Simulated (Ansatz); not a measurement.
Take a 12-atom supercell of Ca in the fcc (Cu type) structure (space group Fm-3m, No. 225; a = 5.569 Å) at its relaxed geometry as the base.

Method: Ansatz (a quantum-chemistry and plane-wave program), r2SCAN, PAW, cutoff 500 eV, without spin-orbit coupling, earlier PAW set.

One neutral defect a cell, atoms relaxed at fixed cell.

One change was made to it. Results:

| quantity | base | after |
|---|---|---|
| largest displacement of a host atom from its site in the perfect cell | – | 0.18 Å |
| pressure | 0.0 GPa | 1.2 GPa |

What was done to the base?
A) H interstitial (started 2.41 Å from the nearest host atom), symmetric start
B) Sc on a Ca site
C) H interstitial (started 2.78 Å from the nearest host atom)
D) Li interstitial (started 2.78 Å from the nearest host atom)

D, Li interstitial (started 2.78 Å from the nearest host atom). For comparison, the pressure in the other runs: H interstitial (started 2.78 Å from the nearest host atom) gives -0.5 GPa; Sc on a Ca site gives -0.9 GPa; H interstitial (started 2.41 Å from the nearest host atom), symmetric start gives 0.0 GPa.

In so small a cell the defect repeats every few ångströms: this is an ordered compound, not a dilute defect. Defects with a symmetric start kept the site's symmetry and may sit on a saddle; the others started slightly shaken. All final runs are without spin polarisation.
